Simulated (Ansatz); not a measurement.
# A computed series for InP: response to strain

The reference is InP in the zinc blende structure (space group F-43m, No. 216; a = 5.960 Å).

Strains are applied to the cell and any free atomic positions relax.

Level of theory: Ansatz (a program for electronic structure), PBE, PAW, cutoff 420 eV, no SOC, earlier PAW set.

| isotropic strain (%) | band gap (eV) |
|---|---|
| -2.14 | 0.79 |
| -1.36 | 0.66 |
| -1.21 | ? |
| 0 | 0.44 |

Question: Fit E_g = E₀ + Dε (ε in %) to the rows shown and predict the withheld row.

Answer: Least squares on the printed values gives E₀ = 0.44 eV, D = -163 meV per % of strain (largest residual 0.00 eV); this predicts 0.64 eV, and the run gives 0.64 eV, in agreement.

No phonon test of stability was made.
